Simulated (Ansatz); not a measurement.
Base system: BaTiO3 (space group P4mm, No. 99; a = 3.973 Å, c = 4.112 Å).

Computed with r2SCAN/PAW in Ansatz (a program for electronic structure), no spin-orbit coupling, earlier PAW set.

One change was made to it. Results:

The shortest interatomic distance rises by 0.065 Å to 1.887 Å; the band gap rises by 0.20 eV, from 2.23 eV to 2.43 eV.

**Question.** Which of these changes matches the shifts?
A) pressure 4.2 GPa
B) pressure −2 GPa
C) pressure −1 GPa
D) pressure 45 GPa
E) pressure 1.8 GPa

**Answer.** D, pressure 45 GPa. For comparison, the band gap in the other runs: pressure −2 GPa gives 2.22 eV; pressure −1 GPa gives 2.23 eV; pressure 1.8 GPa gives 2.25 eV; pressure 4.2 GPa gives 2.27 eV.

Load acts through the strain it causes; cell and atoms are relaxed under it. Stability against distortions was not tested. No other phases were tried under pressure. All final runs are without spin polarisation. Along this pressure series the structure jumps between pressure 9 GPa and pressure 18 GPa; cells beyond that are another form of it.
